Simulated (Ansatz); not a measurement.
Base system: Sc in the hcp (Mg type) structure (space group P6_3/mmc, No. 194; a = 3.275 Å, c = 5.105 Å; relaxed with 0.1 eV smearing). Axes: x lies along a and z along c of the hexagonal cell.

All numbers come from DFT with PBEsol, PAW potentials and a 420 eV plane-wave cutoff in Ansatz (a first-principles code), no spin-orbit coupling.

Before the change:

* **Shortest interatomic distance**: 3.177 Å
* **Pressure**: 0.0 GPa

Perturbation: a pure shear with ε_xz = ε_zx = 0.0114; the atoms relax in the strained cell.

What happens to the energy relative to the base?

The energy rises by 1.2 meV/atom.

Predict the new shortest interatomic distance.

The shortest interatomic distance decreases by 0.030 Å (3.177 Å → 3.147 Å).

What does the calculation give for the pressure after the change?

The pressure (mean of the normal stresses, compression positive) stays 0.0 GPa.

No phonon test of stability was made. All final runs are without spin polarisation.
